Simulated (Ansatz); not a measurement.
Where the default PAW files enter, the runs use the earlier of Ansatz's two default sets.

Data:

```
ZnS
1.0
    3.73326     0.00000     0.00000
   -1.86663     3.23310     0.00000
    1.86663    -1.07770     3.04819
Zn S
1 1
Direct
  0.00000   0.00000   0.00000
  0.25000   0.75000   0.25000
```

Space group of this cell: F-43m, zinc blende. The cell is strained (all lengths scaled by 0.98); by r2SCAN its mean pressure is 5.6 GPa.

Transport runs along the normal of the first two printed cell vectors, the (111) plane of the conventional cell.

No gap correction and no spin-orbit coupling; mid-gap is the computed energy nearest the middle.

Q: Give the band gap and the smallest decay constant κ at mid-gap that r2SCAN in Ansatz (a first-principles code) yields.

A: Gap 2.99 eV on a 10×10×10 mesh; κ = 0.184 1/Å, at the zone centre.
